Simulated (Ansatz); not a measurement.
Start from ZnCu₂SnS₄ (space group I-4, No. 82).

ZnCu2SnS4 is modelled in the tetragonal space group I-4 (No. 82), Pearson symbol tI16. Cell: a = 5.414 Å, b = 5.414 Å, c = 10.822 Å, α = 90.00°, β = 90.00°, γ = 90.00°. Cu1 on 2a is coordinated by 4 S at 2.302 Å (tetrahedral). Cu2 on 2c is coordinated by 4 S at 2.299 Å (tetrahedral). Zn on 2d sees 4 S at 2.341 Å (tetrahedral). Sn on 2b sees 4 S at 2.439 Å (tetrahedral). S on 8g sees 2 Cu at 2.299–2.302 Å and 1 Zn at 2.341 Å and 1 Sn at 2.439 Å (tetrahedral). (Neighbours: up to the widest gap in distance over summed covalent radii, below 1.35, at either atom; cation-cation and far metal-metal contacts left out.)
(The calculation used a cell of 8 atoms; values per cell refer to that cell.)

Method: r2SCAN (Ansatz, a quantum-chemistry and plane-wave program, PAW, no spin-orbit coupling).

Before the change:

- Band gap: 0.47 eV

Modification: the cell is scaled by 1.0053 in all directions; the atoms relax in the strained cell.

### Question
What does the calculation give for the energy relative to the base, band gap and electron mass after the change?

### Answer
The energy rises by 1.2 meV/atom; the band gap decreases by 0.047 eV (0.47 eV → 0.43 eV); the electron mass amounts to 0.10 mₑ along c, 0.11 mₑ across (at Γ).

Masses are band curvatures over ±0.01 Å⁻¹ around the edge. Whether these cells are dynamically stable was not tested. All final runs are without spin polarisation.
